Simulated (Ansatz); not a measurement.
**The (10-11) surface of hcp Hf in its 1x1 cell, outermost plane spacing 0.41 Å in the ideal cut**

All values below come from r2SCAN, at the PBE geometry (plane waves to 500 eV, PAW; Ansatz, a program for electronic structure).

Set-up: 10 atoms, 10.1 Å thick at the start (thin: gaps and levels are the slab's own); mesh 12x7x1; 0.1 eV smearing; dipole correction on; single point; on the structure that PBE left under its start's symmetry; no spin, no spin-orbit, no U.

```json
{
 "surface energy (mean of both faces)": "1.96 J/m²",
 "work_function_of_the_top_face": "4.00 eV",
 "cost": "around 10 core-minutes (rough)"
}
```
